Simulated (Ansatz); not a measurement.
Base system: Cd in the hcp (Mg type) structure (space group P6_3/mmc, No. 194).

```cif
data_Cd2
_chemical_formula_sum 'Cd2'
_space_group_name_H-M_alt 'P 1'
_space_group_IT_number 1
_cell_length_a 3.01593
_cell_length_b 3.01593
_cell_length_c 5.82164
_cell_angle_alpha 90.000
_cell_angle_beta 90.000
_cell_angle_gamma 120.000
loop_
_space_group_symop_operation_xyz
  'x, y, z'
loop_
_atom_site_label
_atom_site_type_symbol
_atom_site_fract_x
_atom_site_fract_y
_atom_site_fract_z
_atom_site_occupancy
Cd1 Cd 0.33333 0.66667 0.75000 1
Cd2 Cd 0.66667 0.33333 0.25000 1
```

Computed with plane-wave PAW DFT at the PBE level (Ansatz, a first-principles code, 420 eV), no SOC, earlier PAW set.

Before the change:

```
Item                  Result
-------------------  -------
Lattice parameter a  3.016 Å
```

It is then changed as follows: full substitution Cd → Mg, then cell and atoms are relaxed.

**Question.** How does this affect the lattice parameter a?

**Answer.** The lattice parameter a goes up by 0.170 Å (3.016 Å → 3.186 Å).

Whether these cells are dynamically stable was not tested.
